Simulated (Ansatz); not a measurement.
Cell and atoms of amorphous Hf18O37K2:

```xyz
57
Lattice="9.3173 -0.0447 -0.2437 -0.0447 9.3921 -0.2206 -0.2437 -0.2206 8.7450" Properties=species:S:1:pos:R:3 pbc="T T T"
Hf     1.0219     8.8809     1.0118
Hf     5.0120     0.9494     5.7030
Hf     1.4725     4.6907     5.6135
Hf     2.1312     5.8080     0.3854
Hf     1.1177     2.0912     8.3777
Hf     7.5589     0.6538     0.3286
Hf     4.7286     5.2513     6.3947
Hf     6.9643     3.1880     2.2652
Hf     7.4525     9.1035     3.6207
Hf     6.7320     7.6740     6.7635
Hf     2.7530     8.0706     7.1724
Hf     7.7339     4.0089     8.0046
Hf     1.9220     1.1520     4.5582
Hf     8.0527     5.9292     4.3845
Hf     4.7339     3.1580    -0.0952
Hf     8.4911     2.5025     5.3122
Hf     3.1777     3.5956     2.9526
Hf     7.7840     6.9887     0.9816
O      3.9763     1.4601     7.5225
O      2.8715     5.3507     2.1236
O      1.8796     6.2941     6.8913
O      6.3012     0.2328     7.2089
O      1.3655     2.5629     6.3087
O      3.5563     4.6321     8.0649
O      2.9123     9.1899     5.4511
O      8.0969     7.8577     5.2254
O      5.7669     3.6434     6.9929
O      6.3460     8.3506     0.4226
O      6.9685     5.9124     7.8818
O      2.0478     0.0834     2.8875
O      5.0866     3.6083     2.0727
O      1.4321     3.1689     3.8755
O      3.4796     4.7489     4.9098
O      0.7272     5.9243     4.3326
O      8.7583     4.5408     6.0780
O      6.8901     1.1698     2.3114
O      6.2673     5.9771     5.3954
O     -0.1157     0.8788     4.6563
O      0.7919     4.3111    -0.0669
O      7.8238     3.8973     3.8792
O      2.9057     2.7007     1.0289
O      8.3594     8.2374     8.0464
O      7.7892     4.7870     1.2295
O      8.5758     8.7387     1.8985
O      0.5354     6.8277     1.0829
O      0.1621     1.4649     1.0477
O      6.7535     1.6376     4.9180
O      4.5882     7.2648     6.9021
O      8.3952     2.1216     7.2834
O      7.1378     6.9406     2.9142
O      6.7671     2.6532     0.2481
O      1.5666     0.1095     8.1625
O      5.5221     8.7900     4.3386
O      2.8600     7.7847     0.4362
O      3.8509     1.9793     4.2490
K      4.4735     0.1792     1.9415
K      3.4471     7.2535     3.6457
```

Calculation: PBE, scalar-relativistic without spin-orbit coupling (plane waves to 420 eV, PAW; Ansatz, a quantum-chemistry and plane-wave program).

A CHGNet melt-quench gave the starting glass, which DFT then relaxed. O atoms were pushed apart under 1.9 Å during the dynamics, to hinder bonds among them. The hot cell started wider than the set density and was brought back towards it in steps. It is the lowest in DFT energy of 2 quenches. It is a model cell: composition and starting density were chosen by hand, and all elements were melted together. No dispersion term was used. Its density started from a set value of 8.44 and ended at 8.44 g/cm³. The simulated quench (nominally 300 K/ps over its main leg) is rapid and tends to freeze in more defects than a deposited or slowly cooled glass has. A cell of this size samples the disorder only roughly. The volume was held where the preparation left it and the shape relaxed, at a PBE pressure of 4.1 GPa. Stress components on the final sampling reach 4.1 GPa.

Neighbours within Hf-Hf 3.34 Å, Hf-O 2.56 Å, Hf-K 3.91 Å, O-O 1.58 Å, O-K 3.23 Å, K-K 4.47 Å count as bonded. Two cations that share two anions don't count as bonded, nor two that share one unless they lie closer than Hf-Hf 3.25 Å, Hf-K 3.80 Å, K-K 4.34 Å.

### Question
Give the coordination numbers, mean bond lengths and angles.

### Answer

```json
{
 "Mean coordination of Hf by anions": "6.17 (3 with 5, 9 with 6, 6 with 7); 3 close contacts or bonds to cations besides",
 "Mean coordination of O": "3.35 (1 with 2, 22 with 3, 14 with 4)",
 "Mean coordination of K by anions": "6.50 (1 with 6, 1 with 7); 3 close contacts or bonds to cations besides",
 "Mean Hf-O bond": "2.123 Å (spread 0.113 Å, 111 counted)",
 "Mean O-K bond": "2.786 Å (spread 0.189 Å, 13 counted)",
 "Mean Hf-K close contact": "3.646 Å (spread 0.029 Å, 3 counted)",
 "Bond angle at Hf": "mean 102.5°, spread 30.2°",
 "Bond angle at O": "mean 110.5°, spread 19.7°",
 "Bond angle at K": "mean 95.4°, spread 32.4°"
}
```

### Question
List the pairs of like atoms that count as bonded by the rules above.

### Answer
There are none by these rules.
